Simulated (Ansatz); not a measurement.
B (model structure, started from the C4 type, I4₁32, No. 214, 4 atoms in the cell) was calculated with PBEsol (plane waves, PAW; Ansatz, a first-principles code).

Run with plane-wave cutoff 520 eV, 10×10×10 k mesh, Fermi–Dirac smearing 0.01 eV, scalar-relativistic PAW data made under PBE.

Cell (relaxed with PBEsol):

```cif
data_B4
_chemical_formula_sum 'B4'
_space_group_name_H-M_alt 'P 1'
_space_group_IT_number 1
_cell_length_a 4.01231
_cell_length_b 4.01231
_cell_length_c 4.01231
_cell_angle_alpha 109.471
_cell_angle_beta 109.471
_cell_angle_gamma 109.471
loop_
_space_group_symop_operation_xyz
  'x, y, z'
loop_
_atom_site_label
_atom_site_type_symbol
_atom_site_fract_x
_atom_site_fract_y
_atom_site_fract_z
_atom_site_occupancy
B1 B 0.00000 0.25000 0.50000 1
B2 B 0.25000 0.50000 0.00000 1
B3 B 0.50000 0.00000 0.25000 1
B4 B 0.25000 0.25000 0.25000 1
```

### Question
Give the computed band gap, smallest direct gap on the k points sampled and Γ–Γ gap.

### Answer

- band gap = 1.41 eV (indirect)
- smallest direct gap on the k points sampled = 2.70 eV
- Γ–Γ gap = 3.11 eV

Note: the relaxation could raise the start's symmetry but not lower it, so the cell can be a saddle point.

Computing time: very roughly 16 core-seconds.

A model structure was made by putting elements into a prototype or built by hand; it is no filed structure, need not be a known phase, and can be a saddle point held by its symmetry.
